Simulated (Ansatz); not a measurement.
Results of PBEsol (Ansatz, an electronic-structure program, PAW) for TaAs (model structure, started from the CsCl type, Pm-3m, No. 221, 2 atoms in the cell).

Settings: plane-wave cutoff 520 eV, 18×18×18 k mesh, Fermi–Dirac smearing 0.05 eV, scalar-relativistic PAW data made under PBE.

Cell (relaxed at this level):

```xyz
2
Lattice="3.1781 0.0000 0.0000 0.0000 3.1781 0.0000 0.0000 0.0000 3.1781" Properties=species:S:1:pos:R:3 pbc="T T T"
Ta     0.0000     0.0000     0.0000
As     1.5891     1.5891     1.5891
```

Predict the bulk modulus.


bulk modulus: 196 GPa

The run finds no gap.

Note: the bulk modulus is −V dP/dV from two relaxed cells at ±2 % in volume; the relaxation could raise the start's symmetry but not lower it, so the cell can be a saddle point.

Spin–orbit coupling is not included; it can open a gap where bands touch, and shift volumes and moduli.

Computed values are for the static lattice.

Computing time: roughly 26 core-seconds.

A model structure was made by putting elements into a prototype or built by hand; it is no filed structure, need not be a known phase, and can be a saddle point held by its symmetry.
